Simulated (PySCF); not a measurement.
PySCF 2.14.0, TPSSH/def2-svpd, df: Ti(S)(OH)(Me) ([CH3][Ti]([OH])=[S]), 8 atoms. The geometry is a generated start, not checked to be a minimum at this level.

```yaml
task: energy
method: tpssh
basis: def2-svpd
two_electron_scheme: density fitting
mol.max_memory: 3000 MB
mf.max_cycle: 100
mf.init_guess: minao (default)
mf.DIIS: CDIIS (default)
mf.conv_tol: 1e-09 (default)
mf.grids.level: 3 (default)
basis_functions: 136
grid_points: 107216
```

```xyz
8

Ti     0.3051    -0.9468    -0.1969
S      2.3928    -0.4078    -0.2727
O     -0.0741    -1.3636     1.4377
H      0.4449    -1.5610     2.2276
C     -0.6459     0.8077    -0.7310
H     -1.6377     0.9015    -0.2690
H     -0.7604     0.9228    -1.8206
H     -0.0248     1.6472    -0.3751
```

Charge 0 and multiplicity 1 are set for this test and not shown to be the ground state.

One run each on 2 threads, 1 BLAS thread. Values of diis_space tried: 3, 5, 8 (default), 12, 20.

Which value of diis_space needs the fewest Fock builds, and what happens away from it?

Fewest Fock builds, within one of each other: 8 (default) with 15, 12 with 15, 20 with 15. The count rises to 92 at 3. All converge to one solution.

| diis_space | Fock builds | end |
|---|---|---|
| 3 | 92 | same solution |
| 5 | 17 | same solution |
| 8 (default) | 15 | same solution |
| 12 | 15 | same solution |
| 20 | 15 | same solution |
